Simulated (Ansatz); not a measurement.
Corundum Ga2O3 (metastable phase) was calculated with r²SCAN (Ansatz, a program for electronic structure, PAW).

Numerical settings: plane-wave cutoff 600 eV, 6×6×6 k mesh, scalar-relativistic PAW data made under PBE.

Computed at the level's own relaxed cell.

Hill averages of the elastic tensor: K = 234.9 GPa, G = 103.8 GPa. Volume 9.639 Å³/atom, mean atomic mass 37.489 u.

### Question
Work out the density, the sound velocities of a polycrystal and the elastic Debye temperature at this level.

### Answer
ρ = 1.66054 × 37.489/9.639 = 6.458 g/cm³. v_l = √[(K + 4G/3)/ρ] = 7.603 km/s and v_t = √(G/ρ) = 4.009 km/s. The mean follows from 3/v_m³ = 1/v_l³ + 2/v_t³: v_m = 4.482 km/s. Θ_D = (ħ/k_B) v_m (6π²/V)^(1/3) = 76.38 K Å s/km × 4.482 × 1.8315 Å⁻¹ = 627 K, counting all atoms of the cell.
